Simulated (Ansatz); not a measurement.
**Pressure series in Ge2Sb2Te5**

Start from Ge$_{2}$Sb$_{2}$Te$_{5}$ (space group P-3m1, No. 164).

```
CELL_PARAMETERS angstrom
      4.26710     0.00000     0.00000
     -2.13355     3.69542     0.00000
      0.00000     0.00000    17.62092
ATOMIC_POSITIONS crystal
  Te 0.00000 0.00000 0.00000
  Ge 0.66667 0.33333 0.09773
  Ge 0.33333 0.66667 0.90227
  Te 0.33333 0.66667 0.19306
  Te 0.66667 0.33333 0.80694
  Sb 0.00000 0.00000 0.30824
  Sb 0.00000 0.00000 0.69176
  Te 0.66667 0.33333 0.40475
  Te 0.33333 0.66667 0.59525
```

Cell and atoms are relaxed at each pressure.

The values are results of Ansatz (an electronic-structure program), r2SCAN, PAW, cutoff 500 eV, spin-orbit coupling left out, earlier PAW set, not measurements.

Candidates:
(a) pressure 22.5 GPa
(b) pressure 0.9 GPa
(c) pressure 15 GPa

For the base:

| Quantity | Result |
|---|---|
| c/a ratio | 4.129 |

Q: Order them by c/a ratio, lowest first.

A: (c) pressure 15 GPa (4.057), (b) pressure 0.9 GPa (4.071), (a) pressure 22.5 GPa (4.176)

The mesh was chosen for an insulator and is coarse for the gapless case. Load acts through the strain it causes; cell and atoms are relaxed under it. Stability against distortions was not tested. No other phases were tried under pressure. The final runs are not spin-polarised.
